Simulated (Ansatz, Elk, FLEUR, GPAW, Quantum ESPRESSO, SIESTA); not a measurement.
MnCo (Pm-3m, 2 atoms in the cell) computed with different codes at matched settings

Self-consistent single point, at a second geometry (lattice scaled by 0.98). First geometry:

```
MnCo
1.0
    2.85360     0.00000     0.00000
    0.00000     2.85360     0.00000
    0.00000     0.00000     2.85360
Mn Co
1 1
Direct
  0.00000   0.00000   0.00000
  0.50000   0.50000   0.50000
```
Moments meant for the start (each program seeds them in its own way; μB, in the order of the atoms Mn Co): 4.0 3.0.

Shared settings, as Ansatz (a first-principles code) writes them: kpoints.mp_grid.grid = 12 12 12; scf.occupations.method = gaussian; scf.occupations.width = 0.272 eV. Potentials and cutoffs stand in the table.

```
code                                                                                                                                      model  ΔF from the first geometry (meV/atom)  pressure (GPa)  size of the net moment (μB/atom)           cutoff
----------------  -----------------------------------------------------------------------------------------------------------------------------  -------------------------------------  --------------  --------------------------------  ---------------
SIESTA            GGA PBEsol, numerical atomic orbitals TZP, PseudoDojo PBEsol standard norm-conserving potentials (rewritten from UPF to PSML)                                  -35.6           -2.67                              1.99      grid 300 Ry
Elk                                           PBEsol, all-electron FP-LAPW, Elk's shipped species files, APW+lo basis with extra local orbitals                                      –               –                              1.98       rgkmax 7.5
GPAW                                                                                      PBEsol, GPAW PAW datasets PBEsol (made by gpaw-setup)                                   -7.8            4.89                              1.97           800 eV
Quantum ESPRESSO                                                                           PBEsol, GBRV 1.5 ultrasoft (PBESOL) pseudopotentials                                  -15.7            2.42                              1.99            50 Ry
FLEUR                                                                           PBEsol, all-electron FLAPW (FLEUR), scalar-relativistic valence                                      –               –                              1.98  Kmax 4.5 1/bohr
Ansatz                                                                                                  PBEsol, default PAW files made with PBE                                  -14.5            3.11                              1.98          default
```

A dash marks a value that a program does not give, or that is left out as unsure.

On Ansatz's run: the magnetic order is the one reached from the typed start; others were not searched systematically.

The spread over the programs that give each value: ΔF from the first geometry within 27.8 meV/atom; pressure within 7.56 GPa; size of the net moment within 0.02 μB/atom.

SIESTA uses small atom-centred bases, whose incompleteness enters pressures, forces and empty levels differently from a plane-wave cutoff. Elk and FLEUR treat all electrons, but the usual bases taken here (sphere radii, linearisation, local orbitals, empty states) were not tested for convergence, so the values are no reference for the others. Ansatz's pressure is given at a fixed set of plane waves, as the other plane-wave codes print theirs; with its correction for the finite basis it is 3.24 GPa. In the pressure, SIESTA (by 5.78) and GPAW (by 1.78) lie more than 1 GPa from the median of the plane-wave programs.

The starting cell comes from a database of computed structures (which also holds hypothetical and non-ambient phases and stackings), without a prior relaxation at this level. For this run, on top of that: lattice scaled by 0.98.

Keys are those of Ansatz 0.2.
